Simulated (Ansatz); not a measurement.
The starting structures come from a database of crystals and need not be the phases stable at ambient conditions.

Consider the following.

```
CELL_PARAMETERS angstrom
      7.66971     0.00000     0.00000
      0.00000     7.70826     0.00000
      3.83486     0.00000     3.92388
ATOMIC_POSITIONS crystal
  Li 0.50000 0.00000 0.00000
  Li 0.50000 0.50000 0.00000
  Li 0.82027 0.75000 0.35946
  Li 0.17973 0.25000 0.64054
  H  0.91220 0.06974 0.37698
  H  0.08780 0.93026 0.62302
  H  0.08780 0.56974 0.62302
  H  0.91220 0.43026 0.37698
  H  0.28918 0.93026 0.62302
  H  0.71082 0.06974 0.37698
  H  0.71082 0.43026 0.37698
  H  0.28918 0.56974 0.62302
  Cl 0.71409 0.25000 0.05930
  Cl 0.28591 0.75000 0.94070
  Cl 0.77339 0.75000 0.94070
  Cl 0.22661 0.25000 0.05930
  O  0.23901 0.50632 0.52198
  O  0.76099 0.49368 0.47802
  O  0.76099 0.00632 0.47802
  O  0.23901 0.99368 0.52198
```

Space group of this cell: Cmcm. The cell is taken as given; by r2SCAN its mean pressure is -2.6 GPa.

Transport runs along the normal of the first two printed cell vectors.

The gap is the functional's own. No spin-orbit coupling. Mid-gap values are interpolated on the energy grid.

### Question
Estimate the band gap and the smallest decay constant κ at mid-gap that r2SCAN (Ansatz, a quantum-chemistry and plane-wave program) returns for this system.

### Answer
Gap 5.97 eV on a 8×4×8 mesh; κ = 0.409 1/Å, at the zone centre.
